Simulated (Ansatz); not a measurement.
InAs: uniaxial strain ε_zz = +2.50 %

Consider InAs in the zinc blende structure (space group F-43m, No. 216; a = 6.1096 Å). Axes: x, y, z lie along the cube axes.

Modification: uniaxial strain ε_zz = +2.50 %, all other strain components held at zero; the atoms relax in the strained cell.

Level of theory: r2SCAN, PAW, 500 eV (Ansatz, a first-principles code; no SOC). Γ-centred 9×9×9 mesh, Fermi–Dirac width 0.05 eV.

- Space group: I-4m2 (No. 119) (base F-43m (No. 216))
- Shortest interatomic distance: 2.668 Å (base 2.646 Å)
- Energy relative to the base (free energy F): +4.5 meV/atom
- Pressure (mean of the normal stresses, compression positive): -1.3 GPa (base 0.0 GPa)
- Band gap: zero (base 0.08 eV)
- Stress (xx, yy, zz, yz, xz, xy; compression positive): (-1.0, -1.0, -2.0, 0.0, 0.0, 0.0) GPa (rough)

A case with no gap was solved on a k-mesh chosen for an insulator, which is coarse for it. Without a gap, meshes like the base's 9×9×9 leave anisotropic stresses uncertain by several tenths of a GPa, and small strain energies with them. Whether these cells are dynamically stable was not tested. All final runs are without spin polarisation. The zero or small gap of InAs can change with the level of theory.
